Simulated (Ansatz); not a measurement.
Results of LC-ωPBE (Ansatz, an electronic-structure program, PAW) for hexagonal WC.

Settings: plane-wave cutoff 460 eV, 12×12×10 k mesh (along the axes of the cell as run), Fermi–Dirac smearing 0.05 eV, no spin polarisation, scalar-relativistic PAW data made under PBE.

Computed at the level's own relaxed cell.

Q: Estimate the equilibrium lattice constant a and lattice parameter c that the calculation returns.

A: 
equilibrium lattice constant a: 2.878 Å
lattice parameter c: 2.812 Å

Measured, for comparison: lattice constant a 2.906 Å, lattice parameter c 2.837 Å (300 K, not corrected to a static lattice; as tabulated in Wikipedia's data pages). Computed (rounded) less measured: lattice constant a -1.0 %, lattice parameter c -0.9 %. A static lattice is as a rule a little smaller and stiffer than an uncorrected measurement, which narrows the difference in the lattice constant a, lattice parameter c and would widen misses of the other sign.

Note: the run has no spin polarisation, so it can have missed a magnetic state.

Spin–orbit coupling is not included.

Computed values are for the static lattice.

It cost around 70 core-minutes (rough) of CPU time.
